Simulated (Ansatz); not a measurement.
Model: Si(111) 1x1 surface, 6 top atoms, 3 bilayers, bottom bilayer H-capped and fixed, every top atom capped by Br; cell 11.5 x 6.6 Å; about 7 Å thick over the host's atoms, 18 atoms held. Calculation: PBE-D3(BJ) (plane waves to 420 eV, PAW; Ansatz, a quantum-chemistry and plane-wave program). Sampling: 1x2x1 k points. Some slab states were started with spin and the others were run without it. No spin-orbit coupling. Results hold for this slab, coverage and mesh. No zero-point or entropy terms are included. Each state was relaxed from one prepared geometry.

One F a cell is brought to Si(111):Br. Relaxed result near the molecule:

```csv
atom,x (Å),y (Å),z (Å)
Si(17),5.696,3.333,9.525
Br(31),5.527,3.414,11.747
Si(32),7.681,-0.012,9.531
Si(33),9.282,3.145,9.843
Si(34),9.621,1.093,8.743
Si(35),7.638,4.458,8.726
Br(46),7.621,-0.297,11.749
Br(47),10.255,3.872,11.748
F(d0),8.083,2.418,10.766
```

Task: What is the adsorption energy against the free F and the slab before, and how much of it is dispersion?

Result: -2.95 eV (negative: bound); the D3 term gives -0.11 eV of it, the free F being spin-polarised. Bonds to the surface: Si(33)-F(d0) 1.68 Å.
